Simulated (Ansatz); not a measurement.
Fermi-surface figures of metals: Ta (Im-3m) under several functionals (Ansatz, a quantum-chemistry and plane-wave program, without spin-orbit coupling). The PBE cell:

```cif
data_Ta
_chemical_formula_sum 'Ta1'
_space_group_name_H-M_alt 'P 1'
_space_group_IT_number 1
_cell_length_a 2.87210
_cell_length_b 2.87210
_cell_length_c 2.87210
_cell_angle_alpha 109.471
_cell_angle_beta 109.471
_cell_angle_gamma 109.471
loop_
_space_group_symop_operation_xyz
  'x, y, z'
loop_
_atom_site_label
_atom_site_type_symbol
_atom_site_fract_x
_atom_site_fract_y
_atom_site_fract_z
_atom_site_occupancy
Ta1 Ta 0.00000 0.00000 0.00000 1
```

| Functional | cell relaxed with | volume (Å³/atom) | density of states at the Fermi level per atom | Drude plasma energy | root-mean-square Fermi velocity | resistivity times mean free path |
|---|---|---|---|---|---|---|
| PBE | PBE | 18.24 | 1.31 states/eV | 8.7 eV | 6.4 ×10⁵ m/s | 4.3 ×10⁻¹⁶ Ω·m² |
| PBEsol | PBEsol | 17.58 | 1.26 states/eV | 9.1 eV | 6.7 ×10⁵ m/s | 4.1 ×10⁻¹⁶ Ω·m² |
| r2SCAN | PBEsol | 17.58 | 1.19 states/eV | 9.1 eV | 6.9 ×10⁵ m/s | 4.2 ×10⁻¹⁶ Ω·m² |

For the density of states at the Fermi level per atom, PBE gives 1.31 states/eV and r2SCAN 1.19 states/eV: PBE lies 10 % above.

The PBE and r2SCAN rows stand on cells whose volumes differ by 3.8 %, so the difference holds the effect of the cell as well as that of the functional.

Metals at this level; values at 300 K, both spins, means over directions. As a rough test of the mesh, the Fermi surface's area from every second k point differs by up to 3 %. The product of resistivity and mean free path takes one path for all states. Spin-orbit coupling is left out.
